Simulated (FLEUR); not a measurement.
FLEUR run on RbRuF6 (R-3m, 8 atoms in the cell): self-consistent single point.

Computed with PBEsol, all-electron FLAPW (FLEUR), scalar-relativistic valence.

```xyz
8
Lattice="3.7883 2.1872 2.4818 -3.7883 2.1872 2.4818 0.0000 -4.3743 2.4818" Properties=species:S:1:pos:R:3 pbc="T T T"
Rb     0.0000     0.0000     3.7228
Ru     0.0000     0.0000     0.0000
F      0.0000    -2.8821     3.5705
F      0.0000     2.8821     3.8750
F      2.4960     1.4411     3.5705
F     -2.4960    -1.4411     3.8750
F     -2.4960     1.4411     3.5705
F      2.4960    -1.4411     3.8750
```
Moments meant for the start (each program seeds them in its own way; μB, in the order of the atoms Rb Ru F F F F F F): 0.0 2.0 0.0 0.0 0.0 0.0 0.0 0.0.

Reference input (self-consistent single point, DFT, LDA (Perdew-Zunger), all-electron FLAPW (FLEUR), scalar-relativistic valence): Kmax = 4.8 1/bohr; GmaxXC = 16.8 1/bohr; xcFunctional = pz; jspins = 2; l_soc = F; mode = hist; fermiSmearingEnergy = 0.00183747 Htr; mesh (inpgen div1-3) = 3 3 3; inpgen gamma flag = false; Gmax = 16.8 1/bohr; numbands = 0; maxIterBroyd = 40. This run's input differs from it in these lines:

```diff
@@ -20,3 +20,3 @@
 &comp jspins=2 /
-&exco xctyp='pz' /
+&exco xctyp='PBEs' /
 &kpt div1=3 div2=3 div3=3 /
@@ -33,3 +33,3 @@
       <coreElectrons ctail="T" frcor="F" kcrel="0" coretail_lmax="0"/>
-      <xcFunctional name="pz" relativisticCorrections="F"/>
+      <xcFunctional name="PBEs" relativisticCorrections="F"/>
       <magnetism jspins="2"/>
```

The program printed (abridged):

```
 Iteration:     1   Distance:      20.61449924 me/bohr^3
 Iteration:     2   Distance:      17.63811900 me/bohr^3
 Iteration:     3   Distance:      10.05480259 me/bohr^3
 Iteration:     4   Distance:      12.69201184 me/bohr^3
 Iteration:     5   Distance:       1.52247199 me/bohr^3
   [... 10 lines left out ...]
 Iteration:    16   Distance:       0.00017885 me/bohr^3
 Iteration:    17   Distance:       0.00004514 me/bohr^3
 Iteration:    18   Distance:       0.00001266 me/bohr^3
 Iteration:    19   Distance:       0.00000482 me/bohr^3
 Reset of history
 Run finished successfully
 Stop message:
   Structural relaxation: new displacements generated

[file out, last iteration]
             iter=     20
[...]
          total density-effective poten   -1.3108103105E+04
          total charge density-energy d   -2.9078266708E+02
 Updated energy parameters for spin:           1
 Updated energy parameters for spin:           2
[...]
 fermi energy and band-weighting factors:
    0.805886    0.822381

[...]
FERMIE:
          first approx. to ef    (T=0)  :   0.241418 htr   (energy of the highest occ. eigenvalue)
          number of occ. states  (T=0)  :        390
          first approx. to seigv (T=0)  : -12.496139 htr
          sum of weights of occ. states :  65.000000
          sum of semicore charge        :   0.000000 e
FERHIS:  Fermi-Energy by histogram:
   [... lines left out ...]
          bandgap                     :   0.044576 htr
          charge neutrality (T=0)     :   0.000000    (zero if the highest occ. eigenvalue is "entirely" occupied)
 Direct bandgap for spin            1 :   0.13861136387717693       Htr
 Direct bandgap for spin            2 :   0.10853124221031654       Htr
 ---->    free energy=                     -8106.5902920319 htr
   [... lines left out ...]
 TOTAL FORCE FOR ATOM TYPE=  1  X=  0.000   Y=  0.000   Z=  7.035
                       FX_TOT= 0.000000 FY_TOT= 0.000000 FZ_TOT= 0.000000
 TOTAL FORCE FOR ATOM TYPE=  2  X=  0.000   Y=  0.000   Z=  0.000
                       FX_TOT= 0.000000 FY_TOT= 0.000000 FZ_TOT= 0.000000
 TOTAL FORCE FOR ATOM TYPE=  3  X=  0.000   Y=  2.820   Z=  2.057
                       FX_TOT= 0.000000 FY_TOT= 0.003336 FZ_TOT= 0.003501
```

The run converged in 19 iterations. FLEUR gives forces in its relaxation mode, with a further iteration, so its stop message speaks of a relaxation. Against the reference run the largest force goes from 0.051 to 0.249 eV/Å, the gap on the mesh goes from 0.951 to 1.213 eV and the size of the net moment stays at 0.38 μB/atom.

The starting cell comes from a database of computed structures (which also holds hypothetical and non-ambient phases and stackings), without a prior relaxation at this level. Its lattice was rescaled by a random factor within 2.5 % of one. With one magnetic atom in the cell only a parallel order is possible. Values depend on the basis (sphere radii, cutoffs, local orbitals), which need not be converged.

Cost on one core of a shared machine: roughly 6 min.
